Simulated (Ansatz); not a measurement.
The starting structures come from a database of crystals and need not be the phases stable at ambient conditions.

Tunnelling through a barrier is set by its complex band structure: the current falls as exp(−2κd) with the smallest κ.

Consider the following.

```xyz
4
Lattice="4.7034 0.0000 0.0000 -2.3517 7.7762 0.0000 2.3517 0.7112 3.9321" Properties=species:S:1:pos:R:3 pbc="T T T"
Mg     0.0000     4.2622     1.9628
Cd     2.3517     7.7647     0.0020
Te     2.3517     4.9124     0.4979
Te     4.7034     1.4457     2.4525
```

Space group of this cell: Cm. The cell is strained (lengths across the current scaled by 1.02, ions clamped); by PBEsol its mean pressure is -2.1 GPa.

Transport runs along the normal of the first two printed cell vectors.

The gap is the functional's own. No spin-orbit coupling. Mid-gap values are interpolated on the energy grid.

### Question
Estimate the band gap and the smallest decay constant κ at mid-gap that PBEsol in Ansatz (a quantum-chemistry and plane-wave program) returns for this system.

### Answer
Gap 1.05 eV on a 8×8×8 mesh; κ = 0.079 1/Å, at the zone centre.
